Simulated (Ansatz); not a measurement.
Relaxation of the outer planes of the (100) surface of zinc-blende AlAs in its 1x1 cell (cut with top plane As, bottom plane As), relaxed from an ideal cut (the real face may reconstruct), outermost plane spacing 1.43 Å in the ideal cut (one of several cuts of this face), with 1 As a cell over the bulk's ratio.

These are PBE (plane waves to 420 eV, PAW; Ansatz, an electronic-structure program) values and carry that method's errors.

Model: 9-atom slab, Al4As5, 11.5 Å thick at the start, 6x6x1 mesh, Fermi-Dirac 0.025 eV, dipole correction, all atoms relaxed; start symmetry kept, larger cells not searched; spin-polarised from one start with parallel moments (other orders not tried), no spin-orbit, no U. The slab shows no gap on its mesh. The starting moment vanished.

| plane | atoms | bulk spacing to the next (Å) | relaxed spacing (Å) | change (%) | rumpling (Å) |
|---|---|---|---|---|---|
| 1 | As | 1.432 | ___ | ___ | 0.00 |
| 2 | Al | 1.432 | 1.461 | 2.0 | 0.00 |

Q: What belongs in the gaps?

A: 
- 1, relaxed spacing (Å): 1.390
- 1, change (%): -2.9
